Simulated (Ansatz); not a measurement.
L1₂ (Cu3Au-type) Ni3Fe, treated with PBE-D3(BJ) (plane waves, PAW; Ansatz, a program for electronic structure).

Numerical settings: plane-wave cutoff 520 eV, 16×16×16 k mesh, Fermi–Dirac smearing 0.05 eV, spin-polarised with parallel moments, scalar-relativistic PAW data made under PBE.

Pressure at four volumes; x = ln(V/10.779 Å³). One pressure is withheld.

| V (Å³/atom) | x | P (GPa) |
|---|---|---|
| 10.132 | -0.0619 | 15.22 |
| 10.779 | 0.0000 | -0.01 |
| 11.210 | 0.0392 | -7.56 |
| 11.425 | 0.0582 | ? |

Task: Pass a parabola P(x) through the three rows shown, estimate the bulk modulus and its pressure derivative near zero pressure, and predict the withheld pressure.

Result: Slopes between the rows: (-0.01 − (15.22))/(0.0000 − (-0.0619)) = -246.04 and (-7.56 − (-0.01))/(0.0392 − (0.0000)) = -192.60 GPa. Their difference over the span 0.1011 is c = 53.44/0.1011 = 528.6 GPa, so P(x) = 15.22 + (-246.04)(x − (-0.0619)) + 528.6 (x − (-0.0619))(x − (0.0000)). At the middle row B = −dP/dx = −[-246.04 + 528.6 × 0.0619] = 213.3 GPa, and B′ = dB/dP = 2c/B = 5.0. At x = 0.0582 the parabola gives -10.63 GPa; the run gives -10.70 GPa. The Birch–Murnaghan fit to the energies at all volumes has B0 = 212 GPa and B′ = 4.9.
